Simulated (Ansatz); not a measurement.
An Ansatz (an electronic-structure program) run: WS2 with a change (pressure 4.5 GPa); PBEsol-D3(BJ) (Ansatz, PAW, no spin-orbit coupling).

Input:

Ansatz 0.2 input:
```yaml
crystal:
  lattice:
    - [3.0987784914, 0, 0]
    - [-1.5493892457, 2.6836208942, 0]
    - [0, 0, 11.5831863882]
  atoms:
    - { symbol: W, position: [0.3333333333, 0.6666666667, 0.25] }
    - { symbol: W, position: [0.6666666667, 0.3333333333, 0.75] }
    - { symbol: S, position: [0.3333333333, 0.6666666667, 0.6140948764] }
    - { symbol: S, position: [0.6666666667, 0.3333333333, 0.1140948764] }
    - { symbol: S, position: [0.6666666667, 0.3333333333, 0.3859051236] }
    - { symbol: S, position: [0.3333333333, 0.6666666667, 0.8859051236] }
basis: { ecutwfc: 420, ecutrho_ratio: 4, xc_grid: 2, fft_grid_basis: typed }
kpoints: { mp_grid: { grid: [12, 12, 3] } }
hamiltonian:
  xc: pbesol
  dispersion: d3bj
  pseudopotentials: { kind: paw }
scf: { occupations: { method: fermi_dirac, width: 0.05 } }
relax: { f_tol: 0.01, max_steps: 60, cell: { stress_tol: 0.02, p_target: 4.5 } }
output: { forces: true, stress: true }
checkpoint: { write: state.ck, write_every: 1000 }
```

Output (explanatory and most iteration lines left out):

```
Relaxation: its limit of steps is 60 (relax.max_steps)
Pseudopotential: W, paw, valence charge 14
Pseudopotential: S, paw, valence charge 6
Crystal: 6 atoms, lattice volume = 96.325 Å³
Basis set: ecut = 420 eV, 1863 PW (Γ), exchange–correlation on 48×48×160 points (8 copies of the dense FFT grid, shifted against one another)
Bands: 32, of which v1, the nominal top of the filled ones, is band 26 counted from 1 (25 counted from 0)
Symmetry: 24 space group operations
Space group: P63/mmc (ITA 194), of the structure as read, at distance tolerance 4.6e-5 Å
k-points: 38 of 432
Functional: x = pbesol(κ = 0.804, μ = 0.12345679012345678), c = pbesol(β = 0.046)
SCF iter   1: F=—  HF=-24060.543575 eV  |F-HF|=—  |Δ(HF+E_count)|=         —  Δρ=7.71e-3  dr2=5.82e-2  ethr=1.77e-3  ⟨swp⟩=6.3  Hψ=5729  notcnv=0
SCF iter   2: F=—  HF=-24060.537961 eV  |F-HF|=—  |Δ(HF+E_count)|=   5.61e-3  Δρ=3.50e-3  dr2=8.41e-3  ethr=1.12e-4  ⟨swp⟩=2.8  Hψ=2260  notcnv=0  defer=29
SCF 1 converged in 7 iterations: F = -24060.539700 eV  dr2 = 4.46e-9
relax step   1: F+E_penalty+E_count = -24060.53969987 eV  Δ(F+E_penalty+E_count) = +0.000e0 eV  max|allowed force component| = 2.154e-3 eV/Å  Δτ_max = 0.0000 Å  P = +2.092 GPa  Ω = 96.325 Å³  (7 SCF iters, dr2 threshold 1.00e-7 eV, accepted)
[... steps on the carried basis left out ...]
relax step   7: F+E_penalty+E_count = -24060.49248843 eV  Δ(F+E_penalty+E_count) = +4.061e-4 eV  max|allowed force component| = 1.435e-3 eV/Å  Δτ_max = 0.0000 Å  P = +4.488 GPa  Ω = 94.006 Å³  stress off target by 1.72e-2 GPa  SCF on the basis re-selected at this cell (its energy is not comparable with the rows above)  (6 SCF iters)
SCF converged after 6 iterations
Free energy (F): -24060.492488 eV
Internal energy: -24060.492398 eV  (E = F + TS)
E sigma→0 (E₀):  -24060.492443 eV
Entropy (-TS):   -0.000090 eV (-0.015 meV/atom)
Fermi energy:    14.285364 eV
  E_disp       = -2.636060  (pairwise vdW)
--- Forces (eV/Å), atoms counted from 1 ---
  atom   1  W      0.00000000    -0.00000000    -0.00000000
  atom   2  W     -0.00000000     0.00000000     0.00000000
  atom   3  S     -0.00000000    -0.00000000     0.00143526
  atom   4  S      0.00000000     0.00000000     0.00143526
  atom   5  S      0.00000000     0.00000000    -0.00143526
  atom   6  S      0.00000000    -0.00000000    -0.00143526
--- Stress (GPa, compression-positive) ---
        4.482835       0.000000       0.000000
        0.000000       4.482835       0.000000
        0.000000       0.000000       4.498155
  P = ⅓ Tr σ = 4.4879 GPa (44.879 kbar)
--- Relaxed structure (6 steps of the walk, 4 accepted, 1 SCFs on fresh bases) ---
  cell:  # Å, volume = 94.0058 Å³
    - [3.0820157450342545, 5.9020392239993324e-33, 1.0804733502574055e-18]
    - [-1.5410078725171272, 2.669103930063288, -5.402366751287015e-19]
    - [4.03879278185651e-18, 5.515432983711187e-33, 11.427576008433006]
  atoms:
    - { symbol: W, position: [0.33333333333333326, 0.6666666666666665, 0.25] }
    - { symbol: W, position: [0.6666666666666665, 0.33333333333333326, 0.75] }
    - { symbol: S, position: [0.33333333333333326, 0.6666666666666665, 0.6120723261962021] }
    - { symbol: S, position: [0.6666666666666665, 0.33333333333333326, 0.11207232619620215] }
    - { symbol: S, position: [0.6666666666666665, 0.33333333333333326, 0.3879276738037979] }
    - { symbol: S, position: [0.33333333333333326, 0.6666666666666665, 0.8879276738037978] }
```

With W present, leaving out spin-orbit coupling can change the band edges. Load acts through the strain it causes; cell and atoms are relaxed under it. Whether these cells are dynamically stable was not tested. The cell was made from WS2 in the 2H-MoS2 type structure (space group P6_3/mmc, No. 194; layered, stacked along the Cartesian z axis) by this change: pressure 4.5 GPa.
